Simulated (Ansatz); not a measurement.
What x(Te) = 0.333, 6 atoms, I4/mmm does to PbSe

Base system: PbSe in the rock salt structure (space group Fm-3m, No. 225; a = 6.178 Å).

The other end (x = 1) is PbTe in the rock salt structure (space group Fm-3m, No. 225): 34.87 Å³/atom, gap 1.09 eV.

Modification: a fraction x = 0.333 of the Se sites is given to Te, ordered in a cell of 6 atoms (starting symmetry I4/mmm) and fully relaxed.

All numbers come from Ansatz (an electronic-structure program), r2SCAN, PAW, cutoff 500 eV, without spin-orbit coupling. Γ-centred 10×10×10 mesh, Fermi–Dirac width 0.05 eV, for the changed cell.

| quantity | base | changed | shift |
|---|---|---|---|
| volume per atom | 29.48 Å³ | 31.36 Å³ | +1.88 Å³ |
| density | 8.06 g/cm³ | 8.01 g/cm³ | -0.05 g/cm³ |
| shortest interatomic distance | 3.089 Å | 3.051 Å | -0.038 Å |
| band gap | 0.67 eV | 0.62 eV | -0.05 eV |
| gap character (in this cell's own zone, which can be folded) | – | direct at N | – |
| mixing energy | – | +25 meV/atom | – |
| bowing parameter b of this ordering, from Eg = [1−x] Eg[0] + x Eg[1] − b x [1−x] | – | 0.9 eV | – |
| mean first-shell distances | – | Se–Pb 3.138 Å (end compound 3.089 Å), Te–Pb 3.187 Å (end compound 3.267 Å) | – |

Cost of the whole job for the changed cell (relaxation, final SCF and bands): about 18 core-minutes (a rough figure).

These are small ordered cells, not random alloys; other orderings at the same x differ. With Pb and Te present, leaving out spin-orbit coupling can change the band edges. Whether these cells are dynamically stable was not tested. k-point labels follow each cell's own Brillouin zone.
